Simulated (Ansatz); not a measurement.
C11b MoSi2, treated with r²SCAN (plane waves, PAW; Ansatz, a quantum-chemistry and plane-wave program).

Run with plane-wave cutoff 500 eV, 18×18×18 k mesh, Fermi–Dirac smearing 0.05 eV, no spin polarisation, scalar-relativistic PAW data made under PBE.

Computed at the level's own relaxed cell.

### Question
Predict the equilibrium volume per atom, equilibrium lattice constant a and lattice parameter c.

### Answer

- equilibrium volume per atom: 13.36 Å³/atom
- equilibrium lattice constant a: 3.202 Å
- lattice parameter c: 7.818 Å

Measured, for comparison: lattice constant a 3.205 Å, lattice parameter c 7.845 Å (temperature not stated, no zero-point or thermal correction; as tabulated in Pavlosiuk et al. (2022), arXiv:2202.05362). Computed (rounded) less measured: lattice constant a -0.1 %, lattice parameter c -0.3 %. A static lattice is as a rule a little smaller and stiffer than an uncorrected measurement, which narrows the difference in the lattice parameter c and would widen misses of the other sign.

Static lattice: no zero-point or thermal effects.

It cost roughly 120 core-seconds of CPU time.
